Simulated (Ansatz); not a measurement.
Data:

```
BaTiO3
1.0
    3.91963     0.00000     0.00000
    0.00000     3.91963     0.00000
    0.00000     0.00000     4.22443
Ba Ti O
1 1 3
Direct
  0.50000   0.50000   0.59377
  0.00000   0.00000   0.11035
  0.00000   0.50000   0.05881
  0.50000   0.00000   0.05881
  0.00000   0.00000   0.53826
```

Method: PBEsol with spin-orbit coupling, rigid bands (plane waves, PAW; Ansatz, a first-principles code). Condition of this run: uniaxial stress zz = -3 GPa (compression positive) with spin-orbit coupling (the target of the relaxation). Geometry: cell and atoms relaxed with PBEsol, then loaded as said.

Predict the electron conductivity mass (n e² τ/σ) at 300 K, by direction if it differs.

0.45 (x), 0.45 (y), 13.7 (z) mₑ.

And the band gap?

1.86 eV at this level; semilocal functionals usually fall short of the measured gap.

Rigid bands, one relaxation time for all states, no polarons.
